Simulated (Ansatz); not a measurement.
```cif
data_C2Ga2Ta4
_chemical_formula_sum 'Ta4 Ga2 C2'
_space_group_name_H-M_alt 'P63/mmc'
_space_group_IT_number 194
_space_group_name_Hall '-P 6c 2c'
_cell_length_a 3.09322
_cell_length_b 3.09322
_cell_length_c 13.49859
_cell_angle_alpha 90.000
_cell_angle_beta 90.000
_cell_angle_gamma 120.000
loop_
_atom_site_label
_atom_site_type_symbol
_atom_site_symmetry_multiplicity
_atom_site_Wyckoff_symbol
_atom_site_fract_x
_atom_site_fract_y
_atom_site_fract_z
_atom_site_occupancy
Ta1 Ta 4 f 0.66667 0.33333 0.09059 1
Ga1 Ga 2 c 0.33333 0.66667 0.25000 1
C1 C 2 a 0.00000 0.00000 0.00000 1
```

Ta2GaC (P6_3/mmc), PBEsol, DFPT electron-phonon coupling, linearised Boltzmann equation (plane waves, PAW, scalar-relativistic; Ansatz, a first-principles code): the phonon-limited resistivity at 300 K is 13.8 μΩ·cm (x, the basal plane), 13.8 μΩ·cm (y, the basal plane), 41.6 μΩ·cm (z, c). Third figures are kept for the arithmetic.

How anisotropic is it, and between which bounds lies a dense polycrystal with random grains and no boundary scattering?

Largest over smallest: 3.0. Upper bound, grains in series: (13.8 + 13.8 + 41.6)/3 = 23 μΩ·cm. Lower bound, grains side by side: 3/Σ(1/ρ) = 17.8 μΩ·cm. The best single-crystal direction lies 22 % under the lower bound.

The current-weighted mean free path is 8.06 nm along x and 7.25 nm along z. How does ρ₀ℓ differ between these directions?

x: 13.8 × 8.06 = 11.1×10⁻¹⁶ Ω·m²; z: 41.6 × 7.25 = 30×10⁻¹⁶ Ω·m², a ratio of 2.7. The size effect in a wire also hangs on the velocities towards its walls, so the isotropic formulas don't carry over to this crystal.

A metal at this level (no band gap). Only scattering by harmonic phonons is included (no impurities, grain boundaries, electron-electron scattering or thermal expansion). Spin-orbit coupling is left out, which matters with elements this heavy. Halving the electron mesh (32x32x8) moves the resistivity by up to 7 % at 300 K, the mean free path by up to 4 %. Smearing 0.20 eV; phonons on a 5x5x1 q mesh, which this run doesn't test.

Computed structure with no diffraction record at hand here (it may be known, metastable or hypothetical): Ta2GaC (P6_3/mmc).
